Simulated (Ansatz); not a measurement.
# What biaxial strain +0.50 %, plane normal [111], relaxed out of plane does to Cu3N

The parent structure is Cu₃N (space group Pm-3m, No. 221; a = 3.721 Å). Axes: x, y, z lie along the cube axes.

The change: biaxial strain +0.50 %, plane normal [111], relaxed out of plane (Cartesian); in-plane vectors clamped, the third vector and the atoms free.

All numbers come from LDA (Ansatz, a quantum-chemistry and plane-wave program, PAW, no spin-orbit coupling). k-mesh 13×13×13 (Γ-centred); smearing 0.05 eV (Fermi–Dirac).

* **Volume per atom**: 12.91 Å³ (base 12.88 Å³)
* **Shortest interatomic distance**: 1.862 Å (base 1.860 Å)
* **Energy relative to the base (free energy F)**: +0.2 meV/atom
* **Pressure (mean of the normal stresses, compression positive)**: -0.3 GPa (base 0.0 GPa)
* **Band gap**: zero (base zero)
* **Out-of-plane strain**: -0.77 % (rough)
* **Mean in-plane stress (compression positive)**: -0.5 GPa (rough)

Without a gap, meshes like the base's 13×13×13 leave anisotropic stresses uncertain by several tenths of a GPa, and small strain energies with them. No phonon test of stability was made. All final runs are without spin polarisation. The zero or small gap of Cu3N can change with the level of theory.
